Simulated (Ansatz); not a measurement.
## TiS2: pressure series

The reference is TiS₂ in the CdI2 type structure (space group P-3m1, No. 164; a = 3.361 Å, c = 5.523 Å; layered, stacked along the Cartesian z axis).

Cell and atoms are relaxed at each pressure.

All numbers come from PBE-D3(BJ) (Ansatz, a first-principles code, PAW, spin-orbit coupling left out), earlier PAW set.

Two rows of this table had their results exchanged by mistake.

```csv
pressure,volume per atom (Å³),shortest distance (Å),band gap
pressure −2 GPa,19.46,2.422,zero
pressure −1 GPa,18.54,2.415,zero
pressure 3 GPa,16.98,2.393,zero
pressure 7 GPa,16.08,2.374,zero
pressure 15 GPa,14.85,2.344,zero
pressure 30 GPa,13.34,2.302,zero
pressure 50 GPa,10.18,2.198,zero
pressure 75 GPa,10.94,2.226,zero
pressure 100 GPa,12.04,2.262,zero
```

Task: Which two?

Result: The rows for pressure 50 GPa and pressure 100 GPa: the volume has to fall steadily with pressure, so 12.04 Å³ belongs to pressure 50 GPa and 10.18 Å³ to pressure 100 GPa.

Load acts through the strain it causes; cell and atoms are relaxed under it. Whether these cells are dynamically stable was not tested. Competing high-pressure phases were not computed. The base started in P3m1 and relaxed to P-3m1 at this level. The final runs are not spin-polarised. The zero or small gap of TiS2 can change with the level of theory.
